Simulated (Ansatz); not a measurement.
## Fluorite AuAl2

Calculation: r²SCAN+rVV10 (Ansatz, a program for electronic structure, plane waves, PAW).

Numerical settings: plane-wave cutoff 560 eV, 16×16×16 k mesh, Fermi–Dirac smearing 0.05 eV, scalar-relativistic PAW data made under PBE.

Cell (relaxed at this level):

Space group Fm-3m (No. 225); a = b = c = 5.996 Å, α = β = γ = 90.00°

```json
[
 {"atom": "Al", "site": "8c", "symmetry": "-43m", "x": "0.2500", "y": "0.2500", "z": "0.2500"},
 {"atom": "Au", "site": "4a", "symmetry": "m-3m", "x": "0.0000", "y": "0.0000", "z": "0.0000"}
]
```
(The calculation used a cell of 3 atoms; values per cell refer to that cell.)

```
Quantity                                     Result
------------------------------------------  -------
bulk modulus                                121 GPa
band gap                                       none
pressure derivative B′ of the bulk modulus      4.7
```

Spin–orbit coupling is not included; it can shift volumes and moduli of such heavy elements.

Static lattice: no zero-point or thermal effects.

It cost roughly 2.4 core-minutes of CPU time.
